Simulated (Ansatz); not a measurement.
Defect: interstitial B in rock-salt MgO, charge state +3. The step: several atoms move together, B the farthest; the atom moves 2.12 Å along (0.00, 0.00, 0.50) of the unit cell; the moving atom starts with neighbours 4 Mg at 2.19; 4 O at 1.51 Å and ends with 4 Mg at 2.19; 4 O at 1.51 Å. DFT values are from Ansatz (plane-wave PAW, 420 eV unless said) in a cell of 64 host sites, spin-restricted, static, with no finite-size correction. The charge state is imposed; whether it is stable for some Fermi level was not computed. Sites that were not tried may lie lower. For the PBE band: the saddle point's order was not checked, and it lies on a symmetry element of the cell, where a band can be held.

| Level | Forward barrier (eV) | Cost of the band or of the saddle's single point |
|---|---|---|
| PBE, the Γ point alone, band relaxed | 2.77 | roughly 29 core-minutes |
| PBE, a 2×2×2 k-point mesh shifted by half a step, same geometries | 2.78 | around 80 core-seconds (rough) |
| r2SCAN at 500 eV, the Γ point alone, same geometries | 2.83 | roughly 29 core-seconds |
| HSE06, Γ point alone, same geometries | [?] | roughly 110 core-seconds |

Q: Complete the blanks.

A: 
- HSE06, Γ point alone, same geometries, Forward barrier (eV): 2.81

Ansatz is a first-principles code.
